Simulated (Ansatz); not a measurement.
**Quick settings and what they miss: TiCr2Si6 (C222, 9 atoms in the cell)**

Self-consistent single point.

```xyz
9
Lattice="2.2989 -3.9319 0.0000 2.2989 3.9319 0.0000 0.0000 0.0000 6.3687" Properties=species:S:1:pos:R:3 pbc="T T T"
Ti     2.2989     0.0000     3.1843
Cr     1.1494    -1.9659     1.0622
Cr     1.1494     1.9659     5.3065
Si     2.2989     2.6638     3.1843
Si     2.2989    -2.6638     3.1843
Si     1.1163     0.6677     1.0390
Si     3.4814    -0.6677     1.0390
Si     1.1163    -0.6677     5.3297
Si     3.4814     0.6677     5.3297
```

Method: PBEsol, default PAW files made with PBE (plane waves; Ansatz, an electronic-structure program).

Base settings: basis.ecutwfc = 420 eV; kpoints.mp_grid.grid = 6 6 4; kpoints.mp_grid.shift = 0.5 0.5 0.5; hamiltonian.xc = pbesol; hamiltonian.pseudopotentials = {kind: paw} (the program's default PAW files); scf.occupations.method = cold; scf.occupations.width = 0.05 eV.

Tight run (finer mesh or higher cutoff; not a proven limit): basis.ecutwfc: 420 eV → 590 eV; kpoints.mp_grid.grid: 6 6 4 → 9 9 6; scf.convergence.dr2_threshold: default (1e-07 eV) → 1e-09 eV. It gave Fermi level (on the code's own zero) 13.95 eV; pressure -6.27 GPa; largest force (vector length) 0.068 eV/Å.

Quick runs, as changes from the base:
- A: the base itself
- B: basis.ecutwfc: 420 eV → 210 eV; kpoints.mp_grid.grid: 6 6 4 → 4 4 4; scf.occupations.width: 0.05 eV → 0.272 eV; scf.convergence.dr2_threshold: default (1e-07 eV) → 0.0001 eV
- C: basis.ecutwfc: 420 eV → 295 eV; kpoints.mp_grid.grid: 6 6 4 → 4 4 4; scf.convergence.dr2_threshold: default (1e-07 eV) → 0.0001 eV
- D: basis.ecutwfc: 420 eV → 250 eV; kpoints.mp_grid.grid: 6 6 4 → 1 1 1; scf.convergence.dr2_threshold: default (1e-07 eV) → 0.001 eV; width narrowed by the program to 0.0222 eV
- E: basis.ecutwfc: 420 eV → 210 eV; kpoints.mp_grid.grid: 6 6 4 → 2 2 2; hamiltonian.xc: pbesol → lda; scf.convergence.dr2_threshold: default (1e-07 eV) → 0.001 eV [LDA (PW92)]

Energies are extrapolated to zero smearing width, which holds to low order in the width alone.

Dashes: energy of E, another energy zero.

† marks runs with another functional, U, potentials or spin treatment: their distance from the tight run is not a convergence error alone.

The count of work is k-points × plane waves × bands × iterations; it is no time. 

Pressures in the table are Ansatz's without its Pulay estimate, at a fixed set of plane waves; the tight run's value above holds the estimate.

The starting cell comes from a database of computed structures (which also holds hypothetical and non-ambient phases and stackings), without a prior relaxation at this level. Its lattice was rescaled by a random factor within 2.5 % of one. Spin polarisation is off. In the base run, with a pressure of about -6 GPa the cell is away from its equilibrium volume at this level.

```
run  energy less tight (meV/atom)  pressure less tight (GPa)  largest miss in a force vector (eV/Å)  count of work / tight
---  ----------------------------  -------------------------  -------------------------------------  ---------------------
A                             0.8                      -0.01                                  0.031                   0.15
B                          1863.6                    -100.66                                  0.191                  0.027
C                           105.6                      -9.83                                  0.041                  0.031
D                           591.8                     -36.01                                  3.551                 0.0046
E†                              –                    -103.66                                  0.307                 0.0038
```

Among the runs at the tight run's level, the energy misses run from 0.8 to 1863.6 meV/atom.

Left out of this page: 1 run of the series outside the window shown, repeating another row's setting, or not comparable.

Keys are those of Ansatz 0.2.
